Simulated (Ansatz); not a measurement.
# CaC₂ (C2/c, No. 15, 6 atoms in the cell; start mp-1575)

Computed with PBEsol (plane waves, PAW; Ansatz, a program for electronic structure).

Run with plane-wave cutoff 500 eV, 12×12×6 k mesh (along the axes of the cell as run), gaussian smearing 0.02 eV, scalar-relativistic PAW data made under PBE.

Cell (relaxed at this level):

```cif
data_C4Ca2
_chemical_formula_sum 'Ca2 C4'
_space_group_name_H-M_alt 'P 1'
_space_group_IT_number 1
_cell_length_a 3.84712
_cell_length_b 3.84712
_cell_length_c 7.28761
_cell_angle_alpha 103.606
_cell_angle_beta 103.606
_cell_angle_gamma 64.173
loop_
_space_group_symop_operation_xyz
  'x, y, z'
loop_
_atom_site_label
_atom_site_type_symbol
_atom_site_fract_x
_atom_site_fract_y
_atom_site_fract_z
_atom_site_occupancy
Ca1 Ca 0.17223 0.82777 0.75000 1
Ca2 Ca 0.82777 0.17223 0.25000 1
C1 C 0.42458 0.14546 0.56067 1
C2 C 0.57542 0.85454 0.43933 1
C3 C 0.85454 0.57542 0.93933 1
C4 C 0.14546 0.42458 0.06067 1
```

```
Property                       Result
--------  ---------------------------
band gap  1.74 eV (on the SCF k mesh)
```

Note: the relaxation could not lower the start's symmetry, so the cell can be a saddle point above a distorted one.

The result took about 2.6 core-minutes (a rough figure).

A start named mp-… is a Materials Project structure, which need not be a measured phase.
